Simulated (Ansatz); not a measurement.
Structure of amorphous Si$_{40}$O$_{20}$ (periodic cell):

```xyz
60
Lattice="10.4353 -0.3837 -0.1009 -0.3837 10.1067 -0.2409 -0.1009 -0.2409 9.9662" Properties=species:S:1:pos:R:3 pbc="T T T"
Si     8.4276     8.2116     5.3223
Si     6.2655     7.5072     2.0202
Si     0.1047     9.0322     2.0040
Si     5.7525     9.5915     0.6957
Si     3.4482     0.0150     5.7886
Si     6.7811     0.7802     7.7554
Si     7.9023     6.8540     8.6831
Si     0.2719     5.0834     5.7157
Si     7.4048     9.2436     9.1219
Si     1.5731     6.8993     5.2685
Si     6.7447     3.0163     2.8934
Si     7.8141     6.0495     6.3914
Si     5.7950     2.5752     8.9374
Si    -0.0275     8.3132     4.2179
Si    -0.2591     6.5056     9.1786
Si     4.3194     7.1828     0.6449
Si     4.5262     8.4187     4.8862
Si     2.5085     6.7221     2.0960
Si     9.4472     2.6759     3.9950
Si    -0.1141     6.7271     1.5469
Si     9.9652    -0.1971     0.4006
Si     3.1341     2.6353     0.8716
Si     1.1490     8.4181     8.4591
Si     6.5907     8.8424     3.9283
Si     3.6959     1.3950     8.8234
Si     3.3885     8.8661     9.5709
Si     7.3443     3.7001     0.6051
Si     2.4517     9.1644     1.8496
Si     3.9928     0.7736     3.2091
Si     1.1976     8.9765     6.2128
Si     4.3867     4.4387     9.1778
Si     4.3965     9.6620     7.3646
Si     5.0600     4.7440     4.9553
Si     8.8250     1.0419     6.6989
Si     9.3918     3.0265     9.2958
Si     7.8001     6.0563     0.8705
Si     3.5923     6.4183     4.2037
Si     0.0048     2.3695     1.1451
Si     2.8080     3.6810     6.9446
Si     6.3137     0.6554     2.9881
O      8.7992     9.5142     6.3536
O      1.5791     2.7692     1.3116
O      9.7635     1.9643     2.5650
O      2.7962     2.1622     7.5916
O      6.4090     5.3338     5.7795
O     10.0560     4.4467     8.7351
O      3.1871     4.7690     8.1059
O      0.1718     9.6187     9.0808
O      3.8996     2.0766     2.1885
O      5.5456     3.8936     3.6334
O      7.9902     3.3760     3.8988
O      3.7455     4.1512     0.6037
O      9.1559     5.0516     6.1513
O      0.0899     4.2462     4.3103
O      9.4316     1.9832     7.9507
O      4.0606     3.7880     5.8695
O      9.3892     1.6460     5.2721
O      1.2761     4.0211     6.5137
O      4.9983     5.9062     9.5534
O      3.3207     1.2493     4.6785
```

These are PBE, scalar-relativistic without spin-orbit coupling (plane waves to 420 eV, PAW; Ansatz, a first-principles code) values and carry that method's errors. The usual formal charges leave 120 electrons over, so the level spacing at the Fermi energy parts defect or band states and needn't be the band gap.

It comes from a melt-quench run on a machine-learned potential (CHGNet), relaxed afterwards by DFT. O atoms were pushed apart under 1.9 Å during the dynamics, to hinder bonds among them. The hot cell started wider than the set density and was brought back towards it in steps. It is the lowest in DFT energy of 2 quenches. It is a model cell: composition and starting density were chosen by hand, and all elements were melted together. No dispersion term was used. Its density started from a set value of 2.20 and ended at 2.29 g/cm³. The simulated quench (nominally 150 K/ps over its main leg) is rapid and tends to freeze in more defects than a deposited or slowly cooled glass has. A cell of this size samples the disorder only roughly. Volume and shape were free in the relaxation. On a 2×2×2 Γ-centred mesh force components of up to 0.36 eV/Å stay, since the relaxation ran on the zone centre alone.

Cut-offs for bonds: Si-Si 2.60 Å, Si-O 1.92 Å, O-O 1.58 Å. Two cations that share two anions don't count as bonded, nor two that share one unless they lie closer than Si-Si 2.38 Å.

Give the coordination numbers, mean bond lengths and angles.


- Mean coordination of Si by anions = 1.00 (21 with 0, 7 with 1, 5 with 2, 5 with 3, 2 with 4); 116 close contacts or bonds to cations besides
- Mean coordination of O = 2.00 (20 with 2)
- Mean Si-Si bond = 2.388 Å (spread 0.071 Å, 58 counted)
- Mean Si-O bond = 1.660 Å (spread 0.025 Å, 40 counted)
- Bond angle at Si = mean 108.2°, spread 16.4°
- Bond angle at O = mean 140.9°, spread 15.0°

Which atoms depart from the most common coordination of their element?

Si17 has 3 (Si37 2.31 Å, Si24 2.32 Å, Si5 2.34 Å); Si18 has 3 (Si16 2.37 Å, Si37 2.39 Å, Si28 2.46 Å; Si20 at 2.68 Å just beyond); Si20 has 2 (Si15 2.34 Å, Si3 2.36 Å; Si36 at 2.60 Å just beyond; Si18 at 2.68 Å just beyond); Si26 has 5 (Si16 2.34 Å, Si28 2.47 Å, Si23 2.54 Å, Si32 2.55 Å, Si4 2.56 Å); Si36 has 3 (Si7 2.40 Å, Si2 2.40 Å, Si27 2.41 Å; Si20 at 2.60 Å just beyond).
